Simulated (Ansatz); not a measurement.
Ansatz (a program for electronic structure) run on SrY (P4/mmm, 2 atoms in the cell): self-consistent single point.

Method: PBE (plane waves, PAW; Ansatz).

```
CELL_PARAMETERS angstrom
      3.81026     0.00000     0.00000
      0.00000     3.81026     0.00000
      0.00000     0.00000     4.99416
ATOMIC_POSITIONS crystal
  Sr 0.50000 0.50000 0.50000
  Y  0.00000 0.00000 0.00000
```

Reference input (self-consistent single point, DFT, PBE, plane waves, default PAW files): kpoints.mp_grid.grid = 9 9 7; hamiltonian.xc = pbe; hamiltonian.pseudopotentials = {kind: paw} (the program's default PAW files); scf.occupations.method = fermi_dirac; scf.occupations.width = 0.05 eV. This run's input differs from it in these lines:

Ansatz 0.2 input:
```diff
@@ -9,3 +9,3 @@
 kpoints:
-  mp_grid: { grid: [9, 9, 7] }
+  mp_grid: { grid: [9, 9, 7], shift: [0.5, 0.5, 0.5] }
 hamiltonian:
```

Output (repeated stretches shortened):

```
SCF iter   1: F=—  HF=-7392.245921 eV  |F-HF|=—  |Δ(HF+E_count)|=         —  Δρ=3.05e-3  dr2=1.28e-2  ethr=1.77e-3  ⟨swp⟩=6.9  Hψ=5851  notcnv=0
all-band conjugate gradients solve this SCF's bands
preconditioner: auto → Kerker (q_TF=auto, 2.219 Å⁻¹)
SCF iter   2: F=—  HF=-7392.244901 eV  |F-HF|=—  |Δ(HF+E_count)|=   1.02e-3  Δρ=1.56e-3  dr2=3.20e-3  ethr=6.11e-5  ⟨swp⟩=1.4  Hψ=1480  notcnv=0
SCF iter   3: F=—  HF=-7392.244778 eV  |F-HF|=—  |Δ(HF+E_count)|=   1.23e-4  Δρ=3.20e-4  dr2=9.70e-5  ethr=1.52e-5  ⟨swp⟩=2.0  Hψ=1049  notcnv=0
SCF iter   4: F=—  HF=-7392.244784 eV  |F-HF|=—  |Δ(HF+E_count)|=   6.13e-6  Δρ=8.72e-5  dr2=5.03e-6  ethr=4.62e-7  ⟨swp⟩=2.6  Hψ=1475  notcnv=0
SCF iter   5: F=—  HF=-7392.244785 eV  |F-HF|=—  |Δ(HF+E_count)|=   1.82e-7  Δρ=3.79e-5  dr2=9.81e-7  ethr=2.39e-8  ⟨swp⟩=1.4  Hψ=1045  notcnv=0
SCF iter   6: F=-7392.244785 eV  HF=-7392.244785 eV  |F-HF|=1.86e-8  |Δ(HF+E_count)|=   4.35e-8  Δρ=6.33e-6  dr2=4.05e-8  ethr=4.76e-10  ⟨swp⟩=4.8  Hψ=4486  notcnv=0
SCF 1 converged in 6 iterations: F = -7392.244785 eV  dr2 = 4.05e-8
Free energy (F): -7392.244785 eV
Internal energy: -7392.209610 eV  (E = F + TS)
E sigma→0 (E₀):  -7392.227197 eV
Entropy (-TS):   -0.035175 eV (-17.587 meV/atom)
Fermi energy:    8.383051 eV
--- Forces (eV/Å), atoms counted from 1 ---
  atom   1  Sr    -0.00000000     0.00000000     0.00000000
  atom   2  Y      0.00000000     0.00000000     0.00000000
--- Stress (GPa, compression-positive) ---
        2.712295       0.000000       0.000000
        0.000000       2.712295       0.000000
        0.000000       0.000000       3.629208
  P = ⅓ Tr σ = 3.0179 GPa (30.179 kbar)
  The stress holds the Pulay correction. Without it, at fixed plane waves, as pw.x and ABINIT print it: P = 3.0146 GPa
```

The run converged in 6 iterations. Against the reference run the free energy rises by 1.6 meV/atom and the pressure hardly changes (2.99 to 3.02 GPa).

The starting cell was generated: these elements placed on a structure prototype, without a prior relaxation; it need not be a known phase or ordering of this composition. Its lattice was rescaled by a random factor within 2.5 % of one. Ansatz's pressure includes its estimate of the finite-basis (Pulay) stress.
